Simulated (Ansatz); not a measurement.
Consider the following.

```
CELL_PARAMETERS angstrom
      1.67105    -5.41914     0.00000
      1.67105     5.41914     0.00000
      0.00000     0.00000     4.24478
ATOMIC_POSITIONS crystal
  Zr 0.16041 0.83959 0.75000
  Zr 0.83959 0.16041 0.25000
  Al 0.42843 0.57157 0.75000
  Al 0.57157 0.42843 0.25000
```

These are PBEsol, DFPT electron-phonon coupling, linearised Boltzmann equation (plane waves, PAW, scalar-relativistic; Ansatz, a first-principles code) values and carry that method's errors. Cell: relaxed with this functional, without spin-orbit coupling.

**Question.** Predict the intrinsic resistivity at 300 K.

**Answer.** 22 (x), 58 (y), 48 (z) μΩ·cm.

**Question.** How long is the mean free path there?

**Answer.** 3.9 (x), 3.8 (y), 4.5 (z) nm, weighted by the current that each state carries. Wires not much wider than this gain resistivity from their walls.

A metal at this level (no band gap). Only scattering by harmonic phonons is included (no impurities, grain boundaries, electron-electron scattering or thermal expansion). Spin-orbit coupling is left out. Halving the electron mesh (28x28x20) moves the resistivity by up to 5 % at 300 K, the mean free path by up to 7 %. Smearing 0.20 eV; phonons on a 4x4x3 q mesh, which this run doesn't test.

Computed structure with no diffraction record at hand here (it may be known, metastable or hypothetical): ZrAl (Cmcm).
